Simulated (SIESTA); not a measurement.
Band structure of TaN (Fm-3m, 2 atoms in the cell).

```xyz
2
Lattice="0.0000 2.1753 2.1753 2.1753 0.0000 2.1753 2.1753 2.1753 0.0000" Properties=species:S:1:pos:R:3 pbc="T T T"
Ta     2.1753     2.1753     2.1753
N      0.0000     0.0000     0.0000
```

Level of theory: GGA PBE, numerical atomic orbitals DZP, PseudoDojo PBE standard norm-conserving potentials (rewritten from UPF to PSML) (SIESTA).

Settings: XC.functional = GGA; XC.authors = PBE; potentials = PseudoDojo PBE standard; PAO.BasisSize = DZP; PAO.EnergyShift = 0.01 Ry; MeshCutoff = 400 Ry; kgrid.MonkhorstPack = 13 13 13; OccupationFunction = MP; OccupationMPOrder = 0; ElectronicTemperature = 200 meV; MaxSCFIterations = 150; SCF.Mixer.Method = Pulay; SCF.Mixer.Weight = 0.2; SCF.Mixer.History = 6.

The starting cell comes from a database of computed structures (which also holds hypothetical and non-ambient phases and stackings), without a prior relaxation at this level. Its lattice was rescaled by a random factor within 2.5 % of one. Spin-orbit coupling is off. Spin polarisation is off. Values carry the incompleteness of an atom-centred basis.

Levels in eV from the Fermi level, bands 6 to 11:
```csv
point,6,7,8,9,10,11
Γ,-3.89,-3.89,-3.89,-2.33,-2.33,-2.33
X,-6.82,-5.82,-4.71,-4.71,2.11,3.59
W,-7.74,-7.02,-7.02,-0.21,-0.21,3.60
K,-7.97,-7.02,-6.42,-2.35,2.59,2.60
L,-10.75,-7.95,-7.95,1.95,1.95,2.14
U,-7.97,-7.02,-6.42,-2.35,2.59,2.60
```

Bands cross the Fermi level along this path, so the cell is metallic at this level.

Higher empty bands are left out: an atom-centred basis made for the valence describes them poorly.
